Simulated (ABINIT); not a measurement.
ABINIT run on NaCd₃ (Fm-3m, 4 atoms in the cell): self-consistent single point.

Method: LDA (PW92), PAW (JTH v2.0 LDA PAW) (plane waves; ABINIT).

```
CELL_PARAMETERS angstrom
      0.00000     3.53941     3.53941
      3.53941     0.00000     3.53941
      3.53941     3.53941     0.00000
ATOMIC_POSITIONS crystal
  Na 0.00000 0.00000 0.00000
  Cd 0.25000 0.25000 0.25000
  Cd 0.75000 0.75000 0.75000
  Cd 0.50000 0.50000 0.50000
```

Reference input (self-consistent single point, DFT, LDA (PW92), plane waves, PAW (JTH v2.0 LDA PAW)): pseudos = [Na.LDA_PW-JTH.xml, Cd.LDA_PW-JTH.xml]; ecut = 30 Ha; pawecutdg = 60 Ha; ixc = 7; occopt = 3; tsmear = 0.1 eV; ngkpt = 8 8 8; nshiftk = 1; shiftk = 0 0 0; potentials = JTH v2.0 LDA PAW; nband = 30; kptopt = 1. This run's input differs from it in these lines:

```diff
@@ -24,3 +24,3 @@
 kptopt 1
-ngkpt 8 8 8
+ngkpt 5 5 5
 nshiftk 1
```

Output (repeated stretches shortened):

```
--- !BeginCycle
solver: {iscf: 17, nstep: 80, nline: 4, wfoptalg: 10, }
tolerances: {toldfe: 1.00E-09, }
...

     iter   Etot(hartree)      deltaE(h)  residm     nres2
 ETOT  1  -190.45628884963    -1.905E+02 1.892E+00 1.240E+01
 ETOT  2  -191.09865741737    -6.424E-01 5.118E-02 5.380E+00
 ETOT  3  -191.08904941795     9.608E-03 1.071E-02 2.728E-01
 ETOT  4  -191.09063052085    -1.581E-03 3.792E-03 3.705E-02
 ETOT  5  -191.09148153262    -8.510E-04 1.503E-03 2.023E-03
   [... 25 lines left out ...]
 ETOT 31  -191.09218341204    -2.983E-09 2.345E-05 1.829E-06
 ETOT 32  -191.09218340808     3.963E-09 7.681E-05 8.054E-09
 ETOT 33  -191.09218340832    -2.358E-10 1.801E-05 3.872E-08
 ETOT 34  -191.09218340825     6.199E-11 5.880E-05 1.295E-09
 At SCF step   34, etot is converged :
  for the second time, diff in etot=  6.199E-11 < toldfe=  1.000E-09

 Cartesian components of stress tensor (hartree/bohr^3)
  sigma(1 1)=  1.25740687E-04  sigma(3 2)=  0.00000000E+00
  sigma(2 2)=  1.25740687E-04  sigma(3 1)=  0.00000000E+00
  sigma(3 3)=  1.25740687E-04  sigma(2 1)=  0.00000000E+00

 ----iterations are completed or convergence reached----

 reduced coordinates (array xred) for    4 atoms
       0.000000000000      0.000000000000      0.000000000000
       0.250000000000      0.250000000000      0.250000000000
       0.750000000000      0.750000000000      0.750000000000
       0.500000000000      0.500000000000      0.500000000000
 cartesian forces (eV/Angstrom) at end:
    1     -0.00000000000000    -0.00000000000000    -0.00000000000000
   [... lines left out ...]
 Fermi (or HOMO) energy (hartree) =   0.19882   Average Vxc (hartree)=  -0.36403
 Fermi (or HOMO) energy (eV) =   5.41009   Average Vxc (eV)=  -9.90585
   [... lines left out ...]
'-kT*entropy'       : -2.12028779046514E-03
total_energy        : -1.91092184497560E+02
total_energy_eV     : -5.19988278500904E+03
...

-Cartesian components of stress tensor (GPa)         [Pressure= -3.6994E+00 GPa]
- sigma(1 1)=  3.69941811E+00  sigma(3 2)=  0.00000000E+00
- sigma(2 2)=  3.69941811E+00  sigma(3 1)=  0.00000000E+00
- sigma(3 3)=  3.69941811E+00  sigma(2 1)=  0.00000000E+00

 Calculation completed.
```

The run converged in 34 iterations. 

The starting cell comes from a database of computed structures (which also holds hypothetical and non-ambient phases and stackings), without a prior relaxation at this level. With a pressure of about -4 GPa the cell is away from its equilibrium volume at this level.

These are the values that this program gave, and no reference: the one-centre exchange-correlation terms come from a truncated expansion.

Cost on one core of a shared machine: roughly 3 min.
